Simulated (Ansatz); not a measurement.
**Habitual settings against a tight run: Bi2Pd (P-1, 6 atoms in the cell)**

Self-consistent single point.

```
CELL_PARAMETERS angstrom
      4.32578     0.00000     0.00000
      0.01523     5.80728     0.00000
      2.16024     1.55346     6.29153
ATOMIC_POSITIONS crystal
  Bi 0.83970 0.68383 0.32194
  Bi 0.16030 0.31617 0.67806
  Bi 0.42668 0.20547 0.14300
  Bi 0.57332 0.79453 0.85700
  Pd 0.77667 0.17013 0.44426
  Pd 0.22333 0.82987 0.55574
```

Method: PBEsol, PAW files made with PBE (plane waves; Ansatz, a first-principles code).

Base settings: basis.ecutwfc = 420 eV; kpoints.mp_grid.grid = 6 4 4; hamiltonian.xc = pbesol; hamiltonian.pseudopotentials = {kind: paw} (the program's default PAW files); scf.occupations.method = cold; scf.occupations.width = 0.136 eV.

Tight run (finer mesh or higher cutoff; not a proven limit): basis.ecutwfc: 420 eV → 590 eV; kpoints.mp_grid.grid: 6 4 4 → 9 6 6; scf.convergence.dr2_threshold: default (1e-07 eV) → 1e-09 eV. It gave Fermi level (on the code's own zero) 12.58 eV; pressure -4.32 GPa; largest force (vector length) 0.286 eV/Å.

Quick runs, as changes from the base:
- A: the base itself
- B: basis.ecutwfc: 420 eV → 210 eV; kpoints.mp_grid.grid: 6 4 4 → 4 4 4; scf.occupations.method: cold → gaussian; scf.occupations.width: 0.136 eV → 0.2 eV; kpoints.mp_grid.shift: default → 0.5 0.5 0.5; scf.convergence.dr2_threshold: default (1e-07 eV) → 0.001 eV
- C: basis.ecutwfc: 420 eV → 210 eV; kpoints.mp_grid.grid: 6 4 4 → 2 2 2
- D: basis.ecutwfc: 420 eV → 250 eV; kpoints.mp_grid.grid: 6 4 4 → 1 1 1; scf.occupations.method: cold → gaussian; scf.convergence.dr2_threshold: default (1e-07 eV) → 0.0001 eV
- E: basis.ecutwfc: 420 eV → 335 eV; kpoints.mp_grid.grid: 6 4 4 → 2 2 2; scf.occupations.width: 0.136 eV → 0.272 eV; kpoints.mp_grid.shift: default → 0.5 0.5 0.5

Energies are extrapolated to zero smearing width, which holds to low order in the width alone.

The count of work is k-points × plane waves × bands × iterations; it is no time. 

Pressures in the table are Ansatz's without its Pulay estimate, at a fixed set of plane waves; the tight run's value above holds the estimate.

The starting cell comes from a database of computed structures (which also holds hypothetical and non-ambient phases and stackings), without a prior relaxation at this level. Its lattice was rescaled by a random factor within 2.5 % of one. Spin polarisation is off. In the base run, with a pressure of about -4 GPa the cell is away from its equilibrium volume at this level.

```tsv
run	energy less tight (meV/atom)	pressure less tight (GPa)	largest miss in a force vector (eV/Å)	count of work / tight
A	-2.8	-0.07	0.074	0.16
B	4021.3	-131.00	0.448	0.024
C	4047.7	-130.12	0.532	0.0085
D	1425.4	-29.81	1.724	0.0011
E	21.6	-1.17	0.636	0.0078
```

Among the runs at the tight run's level, the energy misses run from 2.8 to 4047.7 meV/atom.

Left out of this page: 1 run of the series outside the window shown, repeating another row's setting, or not comparable.

Keys are those of Ansatz 0.2.
